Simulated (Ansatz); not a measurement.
Take CdTe in the zinc blende structure (space group F-43m, No. 216) as the base.

```cif
data_CdTe
_chemical_formula_sum 'Te1 Cd1'
_space_group_name_H-M_alt 'P 1'
_space_group_IT_number 1
_cell_length_a 4.63725
_cell_length_b 4.63725
_cell_length_c 4.63725
_cell_angle_alpha 60.000
_cell_angle_beta 60.000
_cell_angle_gamma 60.000
loop_
_space_group_symop_operation_xyz
  'x, y, z'
loop_
_atom_site_label
_atom_site_type_symbol
_atom_site_fract_x
_atom_site_fract_y
_atom_site_fract_z
_atom_site_occupancy
Te1 Te 0.75000 0.75000 0.75000 1
Cd1 Cd 0.00000 0.00000 0.00000 1
```

Method: plane-wave PAW DFT at the r2SCAN level (Ansatz, a quantum-chemistry and plane-wave program, 500 eV), scalar-relativistic without spin-orbit coupling, earlier PAW set.

Base values:

- Electron mass = 0.089 mₑ (at Γ)

Perturbation: a negative pressure, −1 GPa.

**Question.** How does this affect the electron mass?

**Answer.** The electron mass becomes 0.085 mₑ (at Γ) (base: 0.089 mₑ (at Γ)).

**Question.** Estimate the effect on the mean gap deformation potential ΔEg/Δln V.

**Answer.** The mean gap deformation potential ΔEg/Δln V amounts to -3.2 eV.

With Te present, leaving out spin-orbit coupling can change the band edges. Load acts through the strain it causes; cell and atoms are relaxed under it. Masses are band curvatures over ±0.01 Å⁻¹ around the edge. Stability against distortions was not tested.
